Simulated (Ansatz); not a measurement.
ZnCu2SnS4, response to strain

Consider ZnCu2SnS4 (space group I-4, No. 82; a = 5.468 Å, c = 10.935 Å).

Strains are applied to the cell and any free atomic positions relax.

The values are results of DFT with PBE, PAW potentials and a 420 eV plane-wave cutoff in Ansatz (a program for electronic structure), spin-orbit coupling left out, not measurements.

Candidates:
(a) isotropic strain −1.50 %
(b) isotropic strain −2.25 %
(c) isotropic strain −3.00 %

For the base:

Band gap: zero

Q: Order them by band gap, lowest first.

A: (a) isotropic strain −1.50 % (0.17 eV), (b) isotropic strain −2.25 % (0.23 eV), (c) isotropic strain −3.00 % (0.30 eV)

No phonon test of stability was made. All final runs are without spin polarisation. Gaps under 0.05 eV, about the width of the smearing, are given as zero. A zero or small gap of ZnCu2SnS4 can be the functional's error rather than a property of the material.
